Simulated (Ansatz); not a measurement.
Where the default PAW files enter, the runs use the earlier of Ansatz's two default sets.

Here is the system:

```
MgO
1.0
    2.96561     0.00000     0.00000
   -1.48280     2.56829     0.00000
    1.48280     0.85610     2.42141
Mg O
1 1
Direct
  0.00000   0.00000   0.00000
  0.00000   0.50000   0.50000
```

Space group of this cell: Fm-3m, rock salt. The cell is taken as given; by r2SCAN its mean pressure is 1.7 GPa.

The numbers are results of r2SCAN (plane waves, PAW; Ansatz, a quantum-chemistry and plane-wave program), not measurements.

The current runs along the normal of the first two printed vectors; no spin-orbit coupling. Scaled by the factor s: both lengths across the current (ions clamped). Meshes 14×14×14 and 12×12 across the current in all rows.

```tsv
s	mean pressure (GPa)	band gap (eV)
0.98	9.2	?
1.00	1.7	5.78
1.02	-4.7	5.28
```

Q: Take the slope of the band gap against ln s from the two given rows, extrapolate to s = 0.98, and say what the run there gives.

A: Slope = (5.28 − 5.78) / ln 1.02 = -25.2 eV. The line gives 5.78 + (-25.2) × ln 0.98 = 6.29 eV. The run gives 6.14 eV, 0.15 eV under the line, 29 % of the predicted step.
